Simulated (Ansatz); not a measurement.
**NiSi with two functionals**

Take NiSi (space group Pnma, No. 62; a = 5.190 Å, b = 3.350 Å, c = 5.624 Å; non-magnetic) as the base.

(Cell as relaxed with PBE.)

Levels (all Ansatz, a first-principles code, PAW, earlier PAW set): PBE (420 eV, scalar-relativistic without spin-orbit coupling); PBEsol (420 eV, no spin-orbit coupling).

Each level relaxes its own structure.

| quantity | PBE | PBEsol |
|---|---|---|
| volume per atom | 12.22 Å³ | … |
| space group | Pnma (No. 62) | … |
| band gap | zero | … |

### Question
Predict the PBEsol column.

### Answer

- volume per atom, PBEsol: 11.80 Å³
- space group, PBEsol: Pnma (No. 62)
- band gap, PBEsol: zero

PBE's volume per atom lies 0.42 Å³ above PBEsol's (3.6 %); the two agree on the space group and band gap. Neither level is exact; PBEsol is the comparison here, not a measurement.

Whether these cells are dynamically stable was not tested. Seeded moments were not kept for the base. The final runs are not spin-polarised.
